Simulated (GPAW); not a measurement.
A short convergence ladder for PdPt3 (I4mm, 4 atoms in the cell)

```
CELL_PARAMETERS angstrom
     -1.97785     1.97785     3.92748
      1.97785    -1.97785     3.92748
      1.97785     1.97785    -3.92748
ATOMIC_POSITIONS crystal
  Pd 0.00636 0.00636 0.00000
  Pt 0.75000 0.25000 0.50000
  Pt 0.25000 0.75000 0.50000
  Pt 0.50000 0.50000 0.00000
```
Moments meant for the start (each program seeds them in its own way; μB, in the order of the atoms Pd Pt Pt Pt): 0.0 1.0 1.0 1.0.

Base method: PBEsol, GPAW PAW datasets PBEsol (made by gpaw-setup) (plane waves; GPAW).

Base settings: spinpol = true; mode = pw; ecut = 550 eV; xc = PBEsol; kpts = 5 5 5; mesh shift (steps) = 0 0 0; occupations.name = fermi-dirac; occupations.width = 0.1 eV; nbands = -8; convergence.density = 1e-05 e/electron.

The count of work is k-points × plane waves × bands × iterations; it is no time. 

**The k-point mesh**

Only quantities that move along the ladder and can be compared are tabulated.

| kpts | free energy less the last step's (meV/atom) | pressure (GPa) | largest difference of a force vector from the last step's (eV/Å) | net moment (μB/atom) | count of work / last |
|---|---|---|---|---|---|
| 2 2 2 | 273.08 | -4.87 | 0.090 | 0.033 | 0.14 |
| 3 3 3 | -82.94 | -8.73 | 0.066 | 0.000 | 0.18 |
| 4 4 4 | 14.32 | -7.53 | 0.019 | 0.000 | 0.40 |
| 5 5 5 | 5.03 | -6.91 | 0.017 | 0.000 | 0.55 |
| 6 6 6 | 0.00 | -7.22 | 0.000 | 0.000 | 1.0 |

Coarsest kpts that holds the forces within 0.01 eV/Å: not settled: the last two steps still differ by 0.017 eV/Å, over half the tolerance, so the ladder does not show it.

Coarsest kpts that holds the net moment within 0.02 μB/atom of the last step, with all finer ones: 3 3 3, at 0.18 of the last step's count of work; the step before is off by 0.033 μB/atom.

Coarsest kpts that holds the pressure within 1 GPa of the last step, with all finer ones: 4 4 4, at 0.40 of the last step's count of work; the step before is off by 1.5 GPa.

On the base run: the starting cell comes from a database of computed structures (which also holds hypothetical and non-ambient phases and stackings), without a prior relaxation at this level. Its lattice was rescaled by up to half a per cent. One atom was moved a little off its site on purpose. The starting moments vanished: the run ended non-magnetic. In the base run, with a pressure of about -7 GPa the cell is away from its equilibrium volume at this level.
